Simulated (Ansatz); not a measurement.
An Ansatz (a program for electronic structure) input (DFT with LDA, PAW potentials and a 420 eV plane-wave cutoff in Ansatz, spin-orbit coupling left out):

Ansatz 0.2 input:
```yaml
crystal:
  lattice:
    - [3.1329493547, 0, 0]
    - [-1.5664746774, 2.6997151541, 0]
    - [0, 0, 4.9500684069]
  atoms:
    - { symbol: Hf, position: [0.6666666667, 0.3333333333, 0.75] }
    - { symbol: Hf, position: [0.3333333333, 0.6666666667, 0.25] }
basis: { ecutwfc: 420, ecutrho_ratio: 4, xc_grid: 2, fft_grid_basis: typed }
kpoints: { mp_grid: { grid: [21, 21, 12] } }
hamiltonian:
  xc: lda
  dispersion: none
  pseudopotentials: { kind: paw }
scf: { occupations: { method: fermi_dirac, width: 0.1 }, convergence: { dr2_threshold: 0.0000000002 } }
relax: { f_tol: 0.005, max_steps: 50 }
output: { forces: true, stress: true }
checkpoint: { write: state.ck, write_every: 1000 }
```

Task: Which symmetry and how many k-points will the program report, and about how many plane waves at Γ?

Result: Space group Cmcm (ITA 63) with 8 operations, k-points 847 of 5292, and 817 plane waves at Γ.

Task: And the final pressure?

Result: -0.58 GPa (compression positive).

The cells carry an imposed strain or load. No phonon test of stability was made. All final runs are without spin polarisation. The cell was made from Hf in the hcp (Mg type) structure (space group P6_3/mmc, No. 194) by this change: uniaxial strain ε_xx = +0.50 %.
